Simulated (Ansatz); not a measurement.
## How the smallest direct gap on the k points sampled of SnWO4 (Pnna, No. 52) moves with the method

No measured value is used here.

```
level (code)     value (eV)
---------------  ----------
LDA (Ansatz)           1.42
PBEsol (Ansatz)        1.41
r²SCAN (Ansatz)        1.56
```

Computed values are for a static lattice. Levels without +SOC have no spin–orbit coupling; where heavier elements are present it shifts gaps, mostly down, and can invert bands.  Values are at a fixed cell, not relaxed at this level and not confirmed as the measured one. Cutoffs differ between the levels. Ansatz's density-functional and Hartree–Fock values are scalar-relativistic unless marked +SOC, with PAW data made under PBE.

Ansatz is a quantum-chemistry and plane-wave program.
